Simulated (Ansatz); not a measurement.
Base system: WC (space group P-6m2, No. 187; a = 2.923 Å, c = 2.846 Å; relaxed with 0.1 eV smearing). Axes: x lies along a and z along c of the hexagonal cell.

(Cell as relaxed with PBE.)

Levels (all Ansatz, a first-principles code, PAW, earlier PAW set): PBE (420 eV, without spin-orbit coupling); r2SCAN (500 eV, spin-orbit coupling left out).

Each level relaxes its own structure.

```csv
base,PBE,r2SCAN
volume per atom,10.53 Å³,10.42 Å³
lattice parameter a,2.923 Å,2.913 Å
band gap,zero,zero
```

Perturbation: tensile biaxial strain of 3.71 % in the plane normal to [001], as in epitaxy on a mismatched substrate; the out-of-plane cell vector and the atoms relax.

| quantity | PBE | r2SCAN |
|---|---|---|
| mean in-plane stress (compression positive) | -27.2 GPa | ? |
| volume per atom | 11.18 Å³ | ? |

### Question
What does r2SCAN give?

### Answer

- mean in-plane stress (compression positive), r2SCAN: -28.8 GPa
- volume per atom, r2SCAN: 11.08 Å³

PBE's in-plane stress lies 1.6 GPa above r2SCAN's; PBE's volume per atom lies 0.109 Å³ above r2SCAN's (1.0 %). Neither level is exact; r2SCAN is the comparison here, not a measurement.

Stability against distortions was not tested. The final runs are not spin-polarised.
